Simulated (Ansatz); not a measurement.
We look at the formation energy of the neutral V_C in TiC (rock salt, Fm-3m). Reaction: 8 TiC (rock salt) → cell A + C (graphite).

Cell A: a supercell of 16 sites of TiC (rock salt, Fm-3m) with one empty C site amid 6 Ti; spin state with PBE: run without spin, k-point mesh 6×6×6.
```yaml
crystal:
  lattice:
    - [6.06850, 0.00000, 0.00000]
    - [3.03425, 5.25548, 0.00000]
    - [3.03425, 1.75183, 4.95491]
  atoms:
    - { symbol: Ti, position: [0.00000, 0.00000, 0.00000] }
    - { symbol: Ti, position: [0.99433, 0.99433, 0.50567] }
    - { symbol: C, position: [0.25000, 0.25000, 0.75000] }
    - { symbol: Ti, position: [0.99433, 0.50567, 0.99433] }
    - { symbol: C, position: [0.25000, 0.75000, 0.25000] }
    - { symbol: Ti, position: [0.99433, 0.50567, 0.50567] }
    - { symbol: C, position: [0.25000, 0.75000, 0.75000] }
    - { symbol: Ti, position: [0.50567, 0.99433, 0.99433] }
    - { symbol: C, position: [0.75000, 0.25000, 0.25000] }
    - { symbol: Ti, position: [0.50567, 0.99433, 0.50567] }
    - { symbol: C, position: [0.75000, 0.25000, 0.75000] }
    - { symbol: Ti, position: [0.50567, 0.50567, 0.99433] }
    - { symbol: C, position: [0.75000, 0.75000, 0.25000] }
    - { symbol: Ti, position: [0.50000, 0.50000, 0.50000] }
    - { symbol: C, position: [0.75000, 0.75000, 0.75000] }
```

Reference: C (graphite, P6₃/mmc), 4 atoms in the cell, k-point mesh 18×18×6 on the run's own vectors. Conventional cell: a = b = 2.465 Å, c = 6.742 Å, α = β = 90.00°, γ = 120.00°.

Reference: TiC (rock salt, Fm-3m), 16 atoms in the cell, a perfect crystal on lattice vectors that match the other cells'; spin state with PBE: run without spin, k-point mesh 6×6×6 on the run's own vectors.

Plane-wave PAW calculations with Ansatz (a quantum-chemistry and plane-wave program), its default PAW set, cutoff 420 eV, 500 eV for r2SCAN. The structures are at rest with PBE+D3(BJ), within the held lattices; other levels are single points on them. Neutral cells; Fermi-Dirac smearing of at most 0.05 eV in the solids, energies taken to zero width. The lattices are those relaxed with PBE+D3(BJ), so at other levels the solids can be strained, which adds to the spread. A dispersion term (D3(BJ), or D4 for r2SCAN) was computed beside these levels and is taken off wherever the name lacks it. Nuclei at rest; no vibrational terms. The structures are the rest points that the relaxations reached, not proven lowest. No correction for cell size. The cell is small for its defects, so this is an ordered compound on the host's lattice rather than an isolated defect. The value holds for the reservoirs listed; other chemical potentials shift it. Cell A has symmetry Fm-3m and got no random move, so less symmetric positions, which may lie lower, weren't tried.

**Question.** What is the computed value (PBE)?

**Answer.** 0.98 eV, for 8 TiC (rock salt) → cell A + C (graphite).

**Question.** What do the other levels give, and how wide is the spread?

**Answer.** 
```tsv
Level	value (eV)	less PBE
PBE+D3(BJ)	1.27	0.29
r2SCAN	1.35	0.37
```

The levels span 0.37 eV, from PBE (0.98) to r2SCAN (1.35).
